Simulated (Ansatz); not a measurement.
HfN (model structure, started from the NbAs type, I4₁md, No. 109, 4 atoms in the cell)

Level of theory: LDA (plane waves, PAW; Ansatz, a first-principles code).

Numerical settings: plane-wave cutoff 520 eV, 26×26×26 k mesh, Fermi–Dirac smearing 0.05 eV, scalar-relativistic PAW data made under PBE.

Cell (relaxed at this level):

```cif
data_Hf2N2
_chemical_formula_sum 'Hf2 N2'
_space_group_name_H-M_alt 'P 1'
_space_group_IT_number 1
_cell_length_a 5.71752
_cell_length_b 5.71752
_cell_length_c 5.71752
_cell_angle_alpha 150.314
_cell_angle_beta 150.314
_cell_angle_gamma 42.480
loop_
_space_group_symop_operation_xyz
  'x, y, z'
loop_
_atom_site_label
_atom_site_type_symbol
_atom_site_fract_x
_atom_site_fract_y
_atom_site_fract_z
_atom_site_occupancy
Hf1 Hf 0.50390 0.50390 0.00000 1
Hf2 Hf 0.25390 0.75390 0.50000 1
N1 N 0.91210 0.91210 0.00000 1
N2 N 0.66210 0.16210 0.50000 1
```

* **band gap**: none
* **bulk modulus**: 271 GPa

Note: the bulk modulus is −V dP/dV from two relaxed cells at ±2 % in volume; the relaxation could raise the start's symmetry but not lower it, so the cell can be a saddle point.

Spin–orbit coupling is not included; it can open a gap where bands touch, and shift volumes and moduli.

A model structure was made by putting elements into a prototype or built by hand; it is no filed structure, need not be a known phase, and can be a saddle point held by its symmetry.
